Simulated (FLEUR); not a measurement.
Band structure of Ti3Be (P6_3/mmc, 8 atoms in the cell).

```yaml
crystal:
  lattice:
    - [5.49730, 0.00000, 0.00000]
    - [-2.74865, 4.76081, 0.00000]
    - [0.00000, 0.00000, 4.44226]
  atoms:
    - { symbol: Ti, position: [0.34844, 0.17422, 0.75000] }
    - { symbol: Ti, position: [0.65156, 0.82578, 0.25000] }
    - { symbol: Ti, position: [0.17422, 0.34844, 0.25000] }
    - { symbol: Ti, position: [0.82578, 0.65156, 0.75000] }
    - { symbol: Ti, position: [0.82578, 0.17422, 0.75000] }
    - { symbol: Ti, position: [0.17422, 0.82578, 0.25000] }
    - { symbol: Be, position: [0.66667, 0.33333, 0.25000] }
    - { symbol: Be, position: [0.33333, 0.66667, 0.75000] }
```

Method: LDA (Perdew-Zunger), all-electron FLAPW (FLEUR), scalar-relativistic valence.

Settings: Kmax = 4.3 1/bohr; GmaxXC = 17.2 1/bohr; xcFunctional = pz; jspins = 1; l_soc = F; mode = hist; fermiSmearingEnergy = 0.00367493 Htr; mesh (inpgen div1-3) = 5 5 6; inpgen gamma flag = true; Gmax = 17.2 1/bohr; numbands = 0; maxIterBroyd = 25; imix = Anderson; alpha = 0.05.

The starting cell comes from a database of computed structures (which also holds hypothetical and non-ambient phases and stackings), without a prior relaxation at this level. Its lattice was rescaled by a random factor within 2.5 % of one. Spin polarisation is off. Values depend on the basis (sphere radii, cutoffs, local orbitals), which need not be converged.

Levels in eV from the Fermi level, bands 35 to 42:
```csv
point,35,36,37,38,39,40,41,42
Γ,-1.14,-0.69,-0.69,-0.35,0.41,0.64,0.85,0.85
M,-0.64,-0.58,-0.51,-0.20,-0.01,0.58,0.70,1.03
K,-0.51,-0.37,-0.37,0.00,0.00,0.58,0.58,0.73
A,-0.44,-0.44,-0.36,-0.36,0.22,0.22,1.13,1.13
L,-0.34,-0.34,0.17,0.17,0.25,0.25,0.60,0.60
H,-0.23,-0.23,-0.23,-0.23,0.11,0.11,0.88,0.88
```
